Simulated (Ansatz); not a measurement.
The reference is B in the diamond structure (space group Fd-3m, No. 227; a hypothetical phase, not in the database extracts checked; relaxed with 0.1 eV smearing).

```
B
1.0
    0.00000     2.02607     2.02607
    2.02607     0.00000     2.02607
    2.02607     2.02607     0.00000
B
2
Cartesian
  1.01303   1.01303   1.01303
  0.00000   0.00000   0.00000
```

Cartesian axes are those of the cell as printed.

Calculations: PBE (Ansatz, a first-principles code; PAW; 420 eV plane waves; without spin-orbit coupling).

Perturbation: the cell is stretched by 2.59 % along y with no lateral relaxation; the atoms relax in the strained cell.

Problem. Predict the stress tensor and what it implies for the stiffness.

Solution. Stress of the strained cell less that of the base (GPa, compression positive):
```
   -5.2     0.0     0.0
    0.0    -2.8     0.0
    0.0     0.0    -5.2
```

Then −Δσ_ii/ε with ε = 0.0259 gives secant stiffness values (nonlinear terms included at this strain): C22 ≈ 107 GPa, C12 ≈ 201 GPa and C23 ≈ 201 GPa.

An off-diagonal value above the diagonal one breaks a Born criterion: the base is elastically unstable at this level, or the strain is beyond its stable range.

Whether these cells are dynamically stable was not tested.
